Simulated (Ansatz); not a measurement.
Where the default PAW files enter, the runs use the earlier of Ansatz's two default sets.

Inside the gap of an insulator the Bloch states are evanescent, with a wavenumber k + iκ along the transport direction.

Here is the system:

```
CELL_PARAMETERS angstrom
      5.43163     0.00000     0.00000
      0.00000     8.51573     0.00000
      0.00000     4.25787     2.45828
ATOMIC_POSITIONS crystal
  Si 0.66667 0.00000 0.46880
  Si 0.00000 0.46880 0.06240
  Si 0.33333 0.53120 0.46880
  O  0.45218 0.85546 0.87598
  O  0.78551 0.73144 0.68166
  O  0.11885 0.41310 0.44236
  O  0.54782 0.26856 0.87598
  O  0.21449 0.58690 0.68166
  O  0.88115 0.14454 0.44236
```

Space group of this cell: P3_221. The cell is taken as given.

Transport runs along the normal of the first two printed cell vectors, the (110) plane of the conventional cell.

No gap correction and no spin-orbit coupling; mid-gap values are interpolated between computed energies.

Problem. Compute, with r2SCAN (Ansatz, a quantum-chemistry and plane-wave program), the band gap and the smallest decay constant κ at mid-gap.

Solution. Gap 6.60 eV on a 6×12×12 mesh; κ = 0.507 1/Å, at the zone centre.
